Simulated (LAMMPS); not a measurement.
Ni (fcc) at 300 K and zero pressure, started from the crystal, with several potentials, in cells of their own sizes.

Interatomic potentials used:
- EAM-type CuNi.eam.alloy: classical MD, pair style eam/alloy, file CuNi.eam.alloy (LAMMPS); Onat and Durukanoglu, J Phys Cond Matt, 26, 035404 (2014)
- EAM-type Ni.adp: classical MD, pair style adp, file Ni.adp (LAMMPS); Mishin et al, Acta Mater, 53, 4029 (2005)
- EAM-type NiAlH_jea.eam.alloy: classical MD, pair style eam/alloy, file NiAlH_jea.eam.alloy (LAMMPS); Moody and Baskes, Modell Sim Mater Sci Eng, 3, 289-307 (1995)
- EAM-type smf7: classical MD, pair style eam, the elements' _smf7.eam files (smf7) (LAMMPS); Foiles, Phys Rev B 32, 7685 (1985)
- EAM-type universal-3 set of Foiles, Baskes and Daw: classical MD, pair style eam, the elements' _u3.eam files (universal-3 set of Foiles, Baskes and Daw) (LAMMPS); Foiles et al, Phys Rev B, 33, 7983 (1986)
- MEAM MoCoNiVFeAlCr_2nn.meam: classical MD, pair style meam, file MoCoNiVFeAlCr_2nn.meam (LAMMPS); Wang, J., Kwon, H., Kim, H.S. et al. A neural network model for high entropy alloy design. npj Comput Mater 9, 60 (2023).
- MEAM Ni.meam: classical MD, pair style meam, file Ni.meam (LAMMPS)
- MEAM library.meam-Ni: classical MD, pair style meam, file library.meam (library.meam-Ni) (LAMMPS); Baskes, Phys Rev B, 46, 2727-2742 (1992)
- SNAP Ni_Zuo_JPCA2020.quadratic.snap: MD with a machine-learned potential, pair style snap, file Ni_Zuo_JPCA2020.quadratic.snap (LAMMPS); Y. Zuo, C. Chen, X, Li, Z. Deng, Y. Chen, J. Behler, G. Csányi, A. V. Shapeev, A. P. Thompson, M. A. Wood, S. P. Ong, "Performance and Cost Assessment of Machine Learning Interatomic Potentials" J. Phys. Chem. A 124, 4, 731-745 (2020)
- SNAP Ni_Zuo_JPCA2020.snap: MD with a machine-learned potential, pair style snap, file Ni_Zuo_JPCA2020.snap (LAMMPS); Y. Zuo, C. Chen, X, Li, Z. Deng, Y. Chen, J. Behler, G. Csányi, A. V. Shapeev, A. P. Thompson, M. A. Wood, S. P. Ong, "Performance and Cost Assessment of Machine Learning Interatomic Potentials" J. Phys. Chem. A 124, 4, 731-745 (2020)

```csv
potential,state,volume,first peak of g(r),coordination number,mean phonon frequency,rough cost (ms per atom and simulated ps)
EAM-type CuNi.eam.alloy,crystal; no diffusion seen in 30 ps,11.0544 ± 0.0002 Å³/atom,"2.49 Å, height 8.5",12.0 (counted to 3.02 Å),5.8 THz,0.3 to 1
EAM-type Ni.adp,crystal; no diffusion seen in 30 ps,10.9782 ± 0.0001 Å³/atom,"2.49 Å, height 9.3",12.0 (counted to 2.98 Å),6.4 THz,3 to 10
EAM-type NiAlH_jea.eam.alloy,crystal; no diffusion seen in 30 ps,11.0467 ± 0.0001 Å³/atom,"2.49 Å, height 8.9",12.0 (counted to 3.02 Å),6.2 THz,0.3 to 1
EAM-type smf7,crystal; no diffusion seen in 30 ps,11.0381 ± 0.0001 Å³/atom,"2.49 Å, height 9.4",12.0 (counted to 3.02 Å),6.5 THz,0.3 to 1
"EAM-type universal-3 set of Foiles, Baskes and Daw",crystal; no diffusion seen in 30 ps,11.0508 ± 0.0002 Å³/atom,"2.49 Å, height 9.3",12.0 (counted to 3.02 Å),6.4 THz,1 to 3
MEAM MoCoNiVFeAlCr_2nn.meam,crystal; no diffusion seen in 30 ps,11.0360 ± 0.0002 Å³/atom,"2.50 Å, height 9.8",12.0 (counted to 3.02 Å),6.7 THz,10 to 30
MEAM Ni.meam,crystal; no diffusion seen in 30 ps,10.9961 ± 0.0002 Å³/atom,"2.49 Å, height 8.9",12.0 (counted to 2.98 Å),6.3 THz,1 to 3
MEAM library.meam-Ni,crystal; no diffusion seen in 30 ps,10.9941 ± 0.0001 Å³/atom,"2.49 Å, height 9.3",12.0 (counted to 3.02 Å),6.4 THz,1 to 3
SNAP Ni_Zuo_JPCA2020.quadratic.snap,crystal; no diffusion seen in 15 ps,11.0430 ± 0.0006 Å³/atom,"2.49 Å, height 8.9",12.0 (counted to 3.02 Å),6.0 THz,30 to 100
SNAP Ni_Zuo_JPCA2020.snap,crystal; no diffusion seen in 15 ps,11.0246 ± 0.0007 Å³/atom,"2.49 Å, height 8.7",12.0 (counted to 3.02 Å),-,30 to 100
```

Costs are rough: whole-run CPU time with set-up and analysis, from shared machines, in bands a factor of about three wide.

Caution: the potential MEAM library.meam-Ni is a first-neighbour MEAM set with a 4 Å cutoff, used here without a parameter file and away from the static properties it was fitted to.

States go by the mean squared displacement: a species diffuses where it passes 1.5 Å², still rises and gives D over 1e-6 cm²/s; a crystal has left its structure where atoms lie 0.35 Å off their sites on average or a cubic box changes its shape by 3 %, or the axial ratios of another lie 8 % off the starting cell's, which the potential's own relaxation can also do.

Uncertainties are statistical and leave out the potential's own error.
